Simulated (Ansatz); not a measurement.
Cu$_{3}$N (space group Pm-3m, No. 221)

```
Cu3N
1.0
    3.82697     0.00000     0.00000
    0.00000     3.82697     0.00000
    0.00000     0.00000     3.82697
N Cu
1 3
Direct
  0.00000   0.00000   0.00000
  0.50000   0.00000   0.00000
  0.00000   0.00000   0.50000
  0.00000   0.50000   0.00000
```

All numbers come from Ansatz (an electronic-structure program) PBE, no spin-orbit coupling. Γ-centred 9×9×9 mesh, Fermi–Dirac width 0.05 eV.

The volume per atom is 14.01 Å³ and the density is 6.06 g/cm³. The band gap is 0.22 eV, indirect, R → M and the hole mass (degenerate bands, along [100]) is 0.14, 0.14, 2.1 mₑ. The lowest conduction-band minima above the VBM comes out as M along ⟨110⟩ 0.22 eV; Γ 0.97 eV; X along ⟨100⟩ 1.52 eV. The total energy comes out as -5064.584 eV/atom (σ→0; compares only within this code and set-up).

Masses are band curvatures over ±0.01 Å⁻¹ around the edge. Whether these cells are dynamically stable was not tested. All final runs are without spin polarisation. The zero or small gap of Cu3N can change with the level of theory.
